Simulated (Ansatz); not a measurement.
The reference is V in the bcc (W type) structure (space group Im-3m, No. 229; a = 2.959 Å).

Structures relaxed with Ansatz (a program for electronic structure) PBEsol, no spin-orbit coupling.

Base:

Simulated powder pattern, Cu Kα, λ = 1.54184 Å (kinematic, ideal powder, no thermal factors, no anomalous dispersion; the 14 strongest lines at most, above 2 %, up to 2θ = 90°):

```json
[
 {"2θ (°)": "43.25", "I/Imax (%)": "100", "hkl": "(110)"},
 {"2θ (°)": "62.82", "I/Imax (%)": "15", "hkl": "(200)"},
 {"2θ (°)": "79.32", "I/Imax (%)": "28", "hkl": "(211)"}
]
```

Modification: every V is replaced by Ta, then cell and atoms are relaxed.

Question: Predict the new powder pattern.

Answer: 
Simulated powder pattern, Cu Kα, λ = 1.54184 Å (kinematic, ideal powder, no thermal factors, no anomalous dispersion; the 14 strongest lines at most, above 2 %, up to 2θ = 90°):

| 2θ (°) | d (Å) | I/Imax (%) | hkl |
|---|---|---|---|
| 38.80 | 2.321 | 100 | (110) |
| 56.04 | 1.641 | 18 | (200) |
| 70.25 | 1.340 | 36 | (211) |
| 83.27 | 1.160 | 12 | (220) |

The indices refer to each structure's own conventional cell; one index is shown for lines that coincide.

No phonon test of stability was made. Starting moments died away, wholly or in part, for the base; another magnetic solution may exist. All final runs are without spin polarisation.
